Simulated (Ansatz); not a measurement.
For GeSe2 (model structure, started from the rutile type, P4₂/mnm, No. 136, 6 atoms in the cell), PBE (plane waves, PAW; Ansatz, an electronic-structure program) gives:

```
Item                   Value
-------------------  -------
lattice parameter a  6.211 Å
lattice parameter c  3.806 Å
```

Q: What does PBE-D3(BJ) (plane waves, PAW; Ansatz) give for the same quantities?

A: 
- lattice constant a: 6.086 Å (falls by 2.0 %)
- lattice parameter c: 3.790 Å (shrinks by 0.4 %)

Changes are worked out from the printed values.

Unless a cell is named, each level is at its own relaxed cell (PBE 24.47, PBE-D3(BJ) 23.40 Å³/atom).

Ansatz's density-functional and Hartree–Fock values are scalar-relativistic unless marked +SOC, with PAW data made under PBE.

A model structure was made by putting elements into a prototype or built by hand; it is no filed structure, need not be a known phase, and can be a saddle point held by its symmetry.
